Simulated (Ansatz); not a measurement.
Input:

```
InP
1.0
    4.14410     0.00000     0.00000
    0.00000     4.14410     0.00000
    2.07205    -2.07205     2.97918
P In
1 1
Direct
  0.25000   0.25000   0.50000
  0.00000   0.00000   0.00000
```

No spin polarisation.

Computed with Ansatz (an electronic-structure program) r2SCAN, spin-orbit coupling left out, earlier PAW set. Γ-centred 10×10×10 mesh, Fermi–Dirac width 0.05 eV.

Task: Predict the pressure and gap character.

Result: The pressure (mean of the normal stresses, compression positive) comes out as 5.1 kbar and the gap character is direct at Γ.

The cells carry an imposed strain or load. Stability against distortions was not tested. The cell was made from InP in the zinc blende structure (space group F-43m, No. 216) by this change: biaxial strain −0.79 %, plane normal [001], relaxed out of plane.
